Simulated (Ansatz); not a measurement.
SiC: pressure series

The reference is SiC in the wurtzite structure (space group P6_3mc, No. 186; a = 3.076 Å, c = 5.048 Å).

Cell and atoms are relaxed at each pressure.

Level of theory: Kohn–Sham DFT with the PBEsol functional, run in Ansatz (a program for electronic structure) with PAW and 420 eV plane waves, spin-orbit coupling left out.

Two rows of this table had their results exchanged by mistake.

```tsv
pressure	volume per atom (Å³)	shortest distance (Å)	band gap
pressure −2 GPa	10.43	1.889	2.14 eV
pressure −1 GPa	10.39	1.886	2.13 eV
pressure 0.3 GPa	10.21	1.875	2.10 eV
pressure 0.7 GPa	10.31	1.881	2.12 eV
pressure 1.5 GPa	10.27	1.879	2.11 eV
pressure 3 GPa	10.33	1.882	2.12 eV
pressure 5 GPa	10.12	1.870	2.09 eV
pressure 7.5 GPa	10.02	1.864	2.07 eV
pressure 10 GPa	9.92	1.858	2.05 eV
```

**Question.** Which two?

**Answer.** The rows for pressure 0.3 GPa and pressure 3 GPa: the volume has to fall steadily with pressure, so 10.33 Å³ belongs to pressure 0.3 GPa and 10.21 Å³ to pressure 3 GPa.

Load acts through the strain it causes; cell and atoms are relaxed under it. Stability against distortions was not tested. No other phases were tried under pressure.
